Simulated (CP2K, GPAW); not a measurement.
A CP2K input for a self-consistent single point of AlCo (Pm-3m, 2 atoms in the cell) (DFT PBE, GPW, DZVP-MOLOPT-SR-GTH basis, GTH-PBE potentials (GTH_POTENTIALS)):

```
&GLOBAL
  PROJECT scf
  RUN_TYPE ENERGY_FORCE
  PRINT_LEVEL LOW
&END GLOBAL
&FORCE_EVAL
  METHOD Quickstep
  STRESS_TENSOR ANALYTICAL
  &DFT
    BASIS_SET_FILE_NAME BASIS_MOLOPT
    POTENTIAL_FILE_NAME GTH_POTENTIALS
    &QS
      METHOD GPW
      EPS_DEFAULT 1E-11
    &END QS
    &MGRID
      CUTOFF 600
      REL_CUTOFF 40
      NGRIDS 5
    &END MGRID
    &SCF
      SCF_GUESS ATOMIC
      EPS_SCF 1E-6
      MAX_SCF 100
      ADDED_MOS 5
      &DIAGONALIZATION
        ALGORITHM STANDARD
      &END DIAGONALIZATION
      &MIXING
        METHOD BROYDEN_MIXING
        ALPHA 0.3
        NBUFFER 8
      &END MIXING
      &SMEAR ON
        METHOD GAUSSIAN
        SIGMA [eV] 0.272
      &END SMEAR
    &END SCF
    &KPOINTS
      SCHEME MONKHORST-PACK 9 9 9
    &END KPOINTS
    &XC
      &XC_FUNCTIONAL PBE
      &END XC_FUNCTIONAL
    &END XC
    &PRINT
      &MO
        EIGENVALUES T
        OCCUPATION_NUMBERS T
        NDIGITS 8
        FILENAME mo
        &EACH
          QS_SCF 0
        &END EACH
        ADD_LAST NUMERIC
      &END MO
      &MULLIKEN OFF
      &END MULLIKEN
    &END PRINT
  &END DFT
  &SUBSYS
    &CELL
      A 2.73925000 0.00000000 0.00000000
      B 0.00000000 2.73925000 0.00000000
      C 0.00000000 0.00000000 2.73925000
      PERIODIC XYZ
    &END CELL
    &COORD
      SCALED
      Al       0.00000000     0.00000000     0.00000000
      Co       0.50000000     0.50000000     0.50000000
    &END COORD
    &KIND Al
      BASIS_SET DZVP-MOLOPT-SR-GTH-q3
      POTENTIAL GTH-PBE-q3
    &END KIND
    &KIND Co
      BASIS_SET DZVP-MOLOPT-SR-GTH-q17
      POTENTIAL GTH-PBE-q17
    &END KIND
  &END SUBSYS
  &PRINT
    &FORCES ON
    &END FORCES
    &STRESS_TENSOR ON
    &END STRESS_TENSOR
  &END PRINT
&END FORCE_EVAL
```

Write the same calculation as an input for GPAW.

One input that does it (others would too):

```python
from ase import Atoms
from ase.units import GPa
from gpaw import GPAW, PW

atoms = Atoms(['Al', 'Co'],
              cell=[[2.739250, 0.000000, 0.000000],
                    [0.000000, 2.739250, 0.000000],
                    [0.000000, 0.000000, 2.739250]],
              scaled_positions=[[0.000000, 0.000000, 0.000000],
                                [0.500000, 0.500000, 0.500000]],
              pbc=True)

calc = GPAW(mode=PW(850),
            xc='PBE',
            kpts=(9, 9, 9),
            occupations={'name': 'methfessel-paxton', 'width': 0.272, 'order': 0},
            nbands=-8,
            convergence={'density': 1e-05},
            symmetry={'symmorphic': False, 'tolerance': 0.0005},
            maxiter=150)

atoms.calc = calc

energy = atoms.get_potential_energy()
print('Energy (eV):', round(energy, 6))
forces = atoms.get_forces()
print('Forces (eV/Ang):')
print(forces.round(5))
stress = atoms.get_stress()
print('Stress (GPa, Voigt):', (stress / GPa).round(4))
```

Basis settings and potentials, where a program has them, do not carry over. This input uses DFT PBE, plane waves, GPAW PAW datasets PBE (gpaw-data 1.0.1). Both were run: pressure 25.91 GPa in CP2K and 30.07 in GPAW.

On CP2K: the starting cell comes from a database of computed structures (which also holds hypothetical and non-ambient phases and stackings), without a prior relaxation at this level. Its lattice was rescaled by a random factor within 2.5 % of one. For this run, on top of that: lattice scaled by 0.98. Spin polarisation is off. Values carry the incompleteness of an atom-centred basis. With a pressure of about 26 GPa the cell is away from its equilibrium volume at this level.

On GPAW: the starting cell comes from a database of computed structures (which also holds hypothetical and non-ambient phases and stackings), without a prior relaxation at this level. Its lattice was rescaled by a random factor within 2.5 % of one. For this run, on top of that: lattice scaled by 0.98. Spin polarisation is off. With a pressure of about 30 GPa the cell is away from its equilibrium volume at this level.
